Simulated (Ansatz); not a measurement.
Worked example: self-consistent single point of HfC (I4mm, 2 atoms in the cell) in Ansatz (an electronic-structure program).

Method: LDA (PW92), default PAW files made with PBE (plane waves; Ansatz).

```xyz
2
Lattice="0.0000 2.3316 2.3316 2.3316 0.0000 2.3316 2.3316 2.3316 0.0000" Properties=species:S:1:pos:R:3 pbc="T T T"
Hf     0.0000     0.0000     0.0500
C      2.3316     2.3316     2.3316
```

Reference input (self-consistent single point, DFT, LDA (PW92), plane waves, default PAW files made with PBE): basis.ecutwfc = 420 eV; kpoints.mp_grid.grid = 12 12 12; hamiltonian.xc = lda; hamiltonian.pseudopotentials = {kind: paw} (the program's default PAW files); scf.occupations.method = fermi_dirac; scf.occupations.width = 0.1 eV. This run's input differs from it in these lines:

Ansatz 0.2 input:
```diff
@@ -12,3 +12,3 @@
 kpoints:
-  mp_grid: { grid: [12, 12, 12] }
+  mp_grid: { grid: [29, 29, 29] }
 hamiltonian:
@@ -17,3 +17,3 @@
 scf:
-  occupations: { method: fermi_dirac, width: 0.1 }
+  occupations: { method: fermi_dirac, width: 0.05 }
 output:
```

Log, with long lists cut:

```
SCF iter   1: F=—  HF=-15721.810868 eV  |F-HF|=—  |Δ(HF+E_count)|=         —  Δρ=8.24e-3  dr2=2.09e-2  ethr=1.77e-3  ⟨swp⟩=5.1  Hψ=141960  notcnv=0
all-band conjugate gradients solve this SCF's bands
preconditioner: auto → Kerker (q_TF=auto, 2.806 Å⁻¹)
SCF iter   2: F=—  HF=-15721.806255 eV  |F-HF|=—  |Δ(HF+E_count)|=   4.61e-3  Δρ=3.57e-3  dr2=2.39e-3  ethr=6.96e-5  ⟨swp⟩=1.8  Hψ=52246  notcnv=0
SCF iter   3: F=—  HF=-15721.805790 eV  |F-HF|=—  |Δ(HF+E_count)|=   4.65e-4  Δρ=1.37e-3  dr2=2.64e-4  ethr=7.97e-6  ⟨swp⟩=2.0  Hψ=52736  notcnv=0
SCF iter   4: F=—  HF=-15721.805702 eV  |F-HF|=—  |Δ(HF+E_count)|=   8.80e-5  Δρ=6.86e-4  dr2=5.31e-5  ethr=8.81e-7  ⟨swp⟩=2.1  Hψ=56312  notcnv=0
SCF iter   5: F=—  HF=-15721.805688 eV  |F-HF|=—  |Δ(HF+E_count)|=   1.44e-5  Δρ=9.38e-5  dr2=1.32e-6  ethr=1.77e-7  ⟨swp⟩=2.4  Hψ=52178  notcnv=0
SCF iter   6: F=-15721.805688 eV  HF=-15721.805688 eV  |F-HF|=1.44e-8  |Δ(HF+E_count)|=   2.18e-7  Δρ=1.32e-5  dr2=3.94e-8  ethr=3.33e-10  ⟨swp⟩=4.3  Hψ=167413  notcnv=0
SCF 1 converged in 6 iterations: F = -15721.805688 eV  dr2 = 3.94e-8
Free energy (F): -15721.805688 eV
Internal energy: -15721.803387 eV  (E = F + TS)
E sigma→0 (E₀):  -15721.804538 eV
Entropy (-TS):   -0.002301 eV (-1.150 meV/atom)
Fermi energy:    19.614963 eV
--- Forces (eV/Å), atoms counted from 1 ---
  atom   1  Hf     0.00000000     0.00000000    -0.34168132
  atom   2  C      0.00000000     0.00000000     0.34169241
--- Stress (GPa, compression-positive) ---
      -13.685465       0.000000       0.000000
        0.000000     -13.685465       0.000000
        0.000000       0.000000     -13.010268
  P = ⅓ Tr σ = -13.4604 GPa (-134.604 kbar)
  The stress holds the Pulay correction. Without it, at fixed plane waves, as pw.x and ABINIT print it: P = -13.7370 GPa
```

The run converged in 6 iterations. Against the reference run the free energy goes up by 1.7 meV/atom, the pressure hardly changes (-13.44 to -13.46 GPa) and the largest force hardly changes (0.340 to 0.342 eV/Å).

The starting cell has typed, rounded lattice constants, without a prior relaxation at this level. Its lattice was rescaled by up to half a per cent. One atom was moved a little off its site on purpose. With a pressure of about -13 GPa the cell is away from its equilibrium volume at this level. Ansatz's pressure includes its estimate of the finite-basis (Pulay) stress.

Cost on one core of a shared machine: roughly 40 s.
